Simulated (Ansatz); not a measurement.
The starting structures come from a database of crystals and need not be the phases stable at ambient conditions.

Input:

```yaml
crystal:
  lattice:
    - [8.30992, 0.00000, 0.00000]
    - [0.00000, 9.16289, 0.00000]
    - [4.15496, 4.58145, 4.15496]
  atoms:
    - { symbol: Cs, position: [0.50000, 0.25000, 0.00000] }
    - { symbol: Cs, position: [0.50000, 0.75000, 0.00000] }
    - { symbol: Cs, position: [0.00000, 0.73279, 0.00000] }
    - { symbol: Cs, position: [0.00000, 0.26721, 0.00000] }
    - { symbol: H, position: [0.67208, 0.75816, 0.48368] }
    - { symbol: H, position: [0.32792, 0.24184, 0.51632] }
    - { symbol: H, position: [0.84424, 0.08608, 0.82784] }
    - { symbol: H, position: [0.15576, 0.91392, 0.17216] }
    - { symbol: S, position: [0.00688, 0.24868, 0.50264] }
    - { symbol: S, position: [0.99312, 0.75132, 0.49736] }
    - { symbol: S, position: [0.49048, 0.24180, 0.51640] }
    - { symbol: S, position: [0.50952, 0.75820, 0.48360] }
```

Space group of this cell: I4/m. The cell is taken as given.

Transport runs along the normal of the first two printed cell vectors, the (100) plane of the conventional cell.

The gap is the functional's own, uncorrected, and κ follows it; spin-orbit coupling is left out. Mid-gap values are interpolated between the computed energies.

**Question.** Compute, with r2SCAN (Ansatz, a first-principles code), the band gap and the smallest decay constant κ at mid-gap.

**Answer.** Gap 3.90 eV on a 8×8×8 mesh; κ = 0.303 1/Å, at the zone centre.
